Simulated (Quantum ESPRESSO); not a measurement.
# Convergence series on Zr (P6_3/mmc, 4 atoms in the cell)

```
CELL_PARAMETERS angstrom
      3.15986     0.00000     0.00000
     -1.57993     2.73652     0.00000
      0.00000     0.00000    10.16688
ATOMIC_POSITIONS crystal
  Zr 0.00000 0.00000 0.00000
  Zr 0.00000 0.00000 0.50000
  Zr 0.33333 0.66667 0.25000
  Zr 0.66667 0.33333 0.75000
```

Method: PBE, GBRV 1.5 ultrasoft (PBE) pseudopotentials (plane waves; Quantum ESPRESSO).

The starting cell was generated: these elements placed on a structure prototype, without a prior relaxation; it need not be a known phase or ordering of this composition. Its lattice was rescaled by a random factor within 2.5 % of one. In the base run, with a pressure of about 6 GPa the cell is away from its equilibrium volume at this level.

Held fixed: occupations = smearing; smearing = marzari-vanderbilt; degauss = 0.0036749 Ry; potentials = {Zr: zr_pbe_v1.uspp.F.UPF}; K_POINTS = automatic 12 12 4 0 0 0; conv_thr = 1e-10 Ry. Moved along with it: ecutrho.

ΔF is the free energy per atom less that of the last row (80 Ry).

```csv
ecutwfc,ΔF (meV/atom),pressure (GPa),plane waves,iterations
16 Ry,683.3,-24.72,660,13
20 Ry,?,2.45,928,13
24 Ry,5.3,5.99,1206,13
28 Ry,?,6.18,1512,13
32 Ry,2.2,6.19,1859,13
36 Ry,1.95,6.19,2184,13
40 Ry,1.59,6.19,2574,13
46 Ry,1.28,6.20,3157,13
52 Ry,1.19,6.19,3782,14
60 Ry,0.61,6.18,4704,13
70 Ry,0.05,6.19,5910,13
80 Ry,0.00,6.20,7237,13
```

Problem. Complete the blanks.

Solution. 
- 20 Ry, ΔF (meV/atom): 57.5
- 28 Ry, ΔF (meV/atom): 2.8
